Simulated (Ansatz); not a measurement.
Input and output of a self-consistent single point for BaHfO3 (Pm-3m, 5 atoms in the cell) (Ansatz, a quantum-chemistry and plane-wave program)

Method: PBE (plane waves, PAW; Ansatz).

Input as run:

Ansatz 0.2 input:
```yaml
crystal:
  lattice:
    - [4.099944, 0.000000, 0.000000]
    - [0.000000, 4.099944, 0.000000]
    - [0.000000, 0.000000, 4.099944]
  atoms:
    - { symbol: Ba, position: [0.000000, 0.000000, 0.000000] }
    - { symbol: Hf, position: [0.500000, 0.500000, 0.500000] }
    - { symbol: O, position: [0.500000, 0.000000, 0.500000] }
    - { symbol: O, position: [0.000000, 0.500000, 0.500000] }
    - { symbol: O, position: [0.500000, 0.500000, 0.000000] }
basis:
  ecutwfc: 30.9 Ry
kpoints:
  mp_grid: { grid: [6, 6, 6] }
hamiltonian:
  xc: pbe
  pseudopotentials: { kind: paw }
scf:
  occupations: { method: gaussian, width: 0.0015 Ry }
output:
  forces: true
  eigenvalues: true
  stress: true
```

Log, with long lists cut:

```
Pseudopotentials: kind: paw
Pseudopotential: Ba, paw, valence charge 10
Pseudopotential: Hf, paw, valence charge 26
Pseudopotential: O, paw, valence charge 6
Crystal: 5 atoms, lattice volume = 68.918 Å³
Basis set: ecut = 420.4159175005146 eV, 1357 PW (Γ), exchange–correlation on 60×60×60 points (8 copies of the dense FFT grid, shifted against one another)
Bands: 33, of which v1, the nominal top of the filled ones, is band 27 counted from 1 (26 counted from 0)
Symmetry: 48 space group operations
Space group: Pm-3m (ITA 221), of the structure as read, at distance tolerance 4.1e-5 Å
k-points: 20 of 216
Initial density: superposition of atomic densities (neutral atoms: chi_scale 0, normalization atom), corrected by the library's trained network
Initial wavefunctions: pseudopotential atomic-orbital guess
Eigensolver: davidson
Functional: x = pbe(κ = 0.804, μ = 0.2195149727645171), c = pbe(β = 0.06672455060314922)
SCF iter   1: F=—  HF=-23382.203360 eV  |F-HF|=—  |Δ(HF+E_count)|=         —  Δρ=1.22e-3  dr2=3.44e-4  ethr=1.77e-3  ⟨swp⟩=8.6  Hψ=3060  notcnv=0
all-band conjugate gradients solve this SCF's bands
preconditioner: auto → Resta (q_TF=auto, 2.620 Å⁻¹)
SCF iter   2: F=—  HF=-23382.203870 eV  |F-HF|=—  |Δ(HF+E_count)|=   5.10e-4  Δρ=6.28e-4  dr2=1.33e-4  ethr=6.38e-7  ⟨swp⟩=3.0  Hψ=1629  notcnv=0  defer=10
SCF iter   3: F=—  HF=-23382.203971 eV  |F-HF|=—  |Δ(HF+E_count)|=   1.01e-4  Δρ=3.18e-4  dr2=2.12e-5  ethr=2.46e-7  ⟨swp⟩=2.0  Hψ=1165  notcnv=0  defer=12
SCF iter   4: F=—  HF=-23382.203947 eV  |F-HF|=—  |Δ(HF+E_count)|=   2.43e-5  Δρ=1.21e-4  dr2=3.54e-6  ethr=3.93e-8  ⟨swp⟩=2.0  Hψ=1133  notcnv=0  defer=12
SCF iter   5: F=—  HF=-23382.203951 eV  |F-HF|=—  |Δ(HF+E_count)|=   3.85e-6  Δρ=2.39e-5  dr2=3.10e-7  ethr=6.55e-9  ⟨swp⟩=2.0  Hψ=1170  notcnv=0  defer=12
SCF iter   6: F=—  HF=-23382.203951 eV  |F-HF|=—  |Δ(HF+E_count)|=   2.53e-8  Δρ=1.43e-5  dr2=1.02e-7  ethr=1.85e-10  ⟨swp⟩=8.9  Hψ=3467  notcnv=0
SCF iter   7: F=-23382.203951 eV  HF=-23382.203951 eV  |F-HF|=5.41e-9  |Δ(HF+E_count)|=   1.04e-8  Δρ=4.88e-6  dr2=1.05e-8  ethr=1.85e-10  ⟨swp⟩=4.0  Hψ=2168  notcnv=0
SCF 1 converged in 7 iterations: F = -23382.203951 eV  dr2 = 1.05e-8
SCF converged after 7 iterations
Free energy (F): -23382.203951 eV
Harris-Foulkes:  -23382.203951 eV  (|F-HF|=5.41e-9)
Internal energy: -23382.203951 eV  (E = F + TS)
E sigma→0 (E₀):  -23382.203951 eV
Fermi energy:    14.274143 eV
--- Per-component energies (eV) ---
  E_band       = 9.286597
  E_kinetic    = 1126.169222
  E_local      = -7857.178628  (includes V_loc(G=0)·N_el)
  E_nonlocal   = -1040.542679
  E_hartree    = 3597.403154
  E_xc         = -694.685130
  E_vxc        = -691.183994  (∫ρ·V_xc dr)
  E_paw        = -12629.632197  (= ΣΔE_a)
  E_vpaw       = 1277.208982  (= ΣTr[D̂ρ^β])
  E_aug_tail   = 0.007462  (compensation charges beyond the density's cutoff)
  E_ewald      = -5883.745154
  E_smearing   = -0.000000  (= −TS)
  E_closure    = -0.000000  (closes the sum)
  Σ components = -23382.203951   (vs F -23382.203951, Δ=0.00e0)
--- Forces (eV/Å), atoms counted from 1 ---
  atom   1  Ba    -0.00000000     0.00000000     0.00000000
   [... zero for the other atoms too ...]
  max |Σ_I F_I| component: 1.53e-28 eV/Å
--- Stress (GPa, compression-positive) ---
       14.109275       0.000000       0.000000
        0.000000      14.109275       0.000000
        0.000000       0.000000      14.109275
  P = ⅓ Tr σ = 14.1093 GPa (141.093 kbar)
  The stress holds the Pulay correction. Without it, at fixed plane waves, as pw.x and ABINIT print it: P = 13.5798 GPa
--- Band table (eV; the first three rows and the last of 20) ---
  k-point 0: bands = ["-47.0930", "-15.9710", "-15.9710", "-15.9710", "-12.5463", "-4.3550", "-3.8515", "-3.8515", "2.2706", "2.2706", "2.2706", "3.0754", "3.0754", "3.0754", "3.1050", "3.1050", "3.1050", "3.1118", "10.8485", "10.8485", "10.8485", [...]
  k-point 1: bands = ["-47.0929", "-16.0168", "-15.9695", "-15.9695", "-12.5201", "-4.3546", "-3.8448", "-3.7000", "2.2972", "2.2972", "2.3432", "3.0733", "3.0733", "3.0937", "3.1043", "3.1079", "3.1079", "3.1115", "10.3488", "10.7478", "10.7478", [...]
  k-point 2: bands = ["-47.0925", "-16.1057", "-15.9666", "-15.9666", "-12.4681", "-4.4624", "-3.8314", "-3.2492", "2.3525", "2.3525", "2.4888", "3.0677", "3.0677", "3.1027", "3.1109", "3.1143", "3.1143", "3.1462", "9.0682", "10.4782", "10.4782", [...]
  k-point 19: bands = ["-47.0909", "-16.1260", "-16.1260", "-16.1260", "-12.3571", "-3.0204", "-3.0204", "-3.0204", "1.6610", "1.6610", "1.6610", "3.1105", "3.1275", "3.1275", "3.1275", "3.2048", "3.2048", "3.2048", "7.9536", "8.5409", "8.5409", [...]
```

The run converged in 7 iterations.

The starting cell has typed, rounded lattice constants, without a prior relaxation at this level. Its lattice was rescaled by a random factor within 2.5 % of one. Spin-orbit coupling is off. With a pressure of about 14 GPa the cell is away from its equilibrium volume at this level. Ansatz's pressure includes its estimate of the finite-basis (Pulay) stress. Without the estimate this run gives 13.58 GPa.
